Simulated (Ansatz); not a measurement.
Mn on the Si site (Mn_Si) in 4H silicon carbide: one set of geometries, relaxed with PBE, evaluated in Ansatz (PAW, plane waves to 420 eV, 500 eV under r2SCAN) with PBE, r2SCAN.

Cell and caveats: 96-site cell; 2×2×2 shifted k-points; start: the Si(k) site; charged states image-corrected; no Hubbard U; energies good to tenths of an eV; flagged in the runs: a host whose relaxation on this sampling wasn't shown to rest.

```tsv
quantity	PBE	r2SCAN
host gap (eV)	2.22	___
ε(+1/0) above the VBM (eV)	1.04	___
ε(0/−1) above the VBM (eV)	1.46	___
largest moment on one atom at charge +1 (μB)	1.75	___
largest moment on one atom at charge 0 (μB)	2.31	___
largest moment on one atom at charge −1 (μB)	2.83	___
```

Given the lower rungs, what does r2SCAN give?


- host gap (eV), r2SCAN: 2.59
- ε(+1/0) above the VBM (eV), r2SCAN: 0.97
- ε(0/−1) above the VBM (eV), r2SCAN: 1.43
- largest moment on one atom at charge +1 (μB), r2SCAN: 1.99
- largest moment on one atom at charge 0 (μB), r2SCAN: 2.56
- largest moment on one atom at charge −1 (μB), r2SCAN: 3.07

Ansatz is a first-principles code.
